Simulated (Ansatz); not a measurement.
The starting structures come from a database of crystals and need not be the phases stable at ambient conditions.

**Evanescent states of BaAg2GeS4 (I-42m, not sure to be the ambient phase, 8 atoms a cell, 24.4 Å³ an atom, -3 GPa at this level) along the normal of (110)**

Method: PBEsol (plane waves, PAW; Ansatz, a program for electronic structure).

The gap is the functional's own, uncorrected, and κ follows it; spin-orbit coupling is left out. Mid-gap values are interpolated between the computed energies.

Energies count from the valence-band top; κ is the least over a 6×6 mesh across the current.

```json
[
 {"E (eV)": "0.03", "κ (1/Å)": "0.056", "where": "off Γ"},
 {"E (eV)": "0.07", "κ (1/Å)": "0.096", "where": "off Γ"},
 {"E (eV)": "0.12", "κ (1/Å)": "0.110", "where": "Γ"},
 {"E (eV)": "0.17", "κ (1/Å)": "0.102", "where": "Γ"},
 {"E (eV)": "0.23", "κ (1/Å)": "0.094", "where": "Γ"},
 {"E (eV)": "0.28", "κ (1/Å)": "0.084", "where": "Γ"},
 {"E (eV)": "0.33", "κ (1/Å)": "0.072", "where": "Γ"},
 {"E (eV)": "0.38", "κ (1/Å)": "0.056", "where": "Γ"},
 {"E (eV)": "0.42", "κ (1/Å)": "0.032", "where": "Γ"}
]
```

**Question.** How thick must the barrier be to attenuate the transmission by 10^6 when the electrodes' Fermi level lies at 0.17 eV, and what attenuation does that film give at 0.07 eV?

**Answer.** d = 6 ln 10 / (2 × 0.102) = 67.7 Å. At 0.07 eV it gives 6 × 0.096/0.102 = 5.6 decades.
